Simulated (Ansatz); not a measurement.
# A computed series for BAs: response to strain

Base system: BAs in the zinc blende structure (space group F-43m, No. 216; a = 4.784 Å). Axes: x, y, z lie along the cube axes.

Strains are applied to the cell and any free atomic positions relax.

The values are results of r2SCAN (Ansatz, a quantum-chemistry and plane-wave program; PAW; 500 eV plane waves; scalar-relativistic without spin-orbit coupling), not measurements.

Notes on the quantities. energy relative to the base: free energy F.

| uniaxial strain ε_zz (%) | energy relative to the base (meV/atom) |
|---|---|
| -3 | 11.4 |
| -2.5 | 7.9 |
| -2 | 5.0 |
| -1.5 | 2.8 |
| -1 | ? |
| -0.5 | 0.3 |
| 0 | 0.0 |

Problem. Fit ΔE = Aε² + Bε³ (ε in %) to the rows shown and predict the withheld row.

Solution. Least squares on the printed values gives A = 1.22 and B = -0.014 meV/atom (largest residual 0.0 meV/atom); this predicts 1.2 meV/atom, and the run gives 1.2 meV/atom, in agreement.

No phonon test of stability was made.
